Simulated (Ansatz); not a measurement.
System: CrAlGe (model structure, started from the MnAlGe type, P4/nmm, No. 129, 6 atoms in the cell). Method: PBEsol (Ansatz, a quantum-chemistry and plane-wave program, plane waves, PAW).

Numerical settings: plane-wave cutoff 520 eV, 14×14×10 k mesh (along the axes of the cell as run), Fermi–Dirac smearing 0.05 eV, spin-polarised with parallel moments, scalar-relativistic PAW data made under PBE.

Cell (relaxed at this level):

```yaml
crystal:
  lattice:
    - [3.87345, 0.00000, 0.00000]
    - [0.00000, 3.87345, 0.00000]
    - [0.00000, 0.00000, 5.92360]
  atoms:
    - { symbol: Cr, position: [0.50000, 0.50000, 0.00000], spin: 4.0 }
    - { symbol: Cr, position: [0.00000, 0.00000, 0.00000], spin: 4.0 }
    - { symbol: Al, position: [0.00000, 0.50000, 0.70095] }
    - { symbol: Al, position: [0.50000, 0.00000, 0.29905] }
    - { symbol: Ge, position: [0.50000, 0.00000, 0.72627] }
    - { symbol: Ge, position: [0.00000, 0.50000, 0.27373] }
```

### Question
What does this level give for the bulk modulus B0?

### Answer

- bulk modulus B0: 126 GPa

The run finds no gap.

Note: the magnetic order was assumed, not searched for or taken from measurement; the bulk modulus is −V dP/dV from two relaxed cells at ±2 % in volume; the moments ended far under their starting size, a low-moment state that need not be the lowest; the relaxation could raise the start's symmetry but not lower it, so the cell can be a saddle point.

Spins in the cell block are starting values.

Computing time: very roughly 8 core-minutes.

A model structure was made by putting elements into a prototype or built by hand; it is no filed structure, need not be a known phase, and can be a saddle point held by its symmetry.
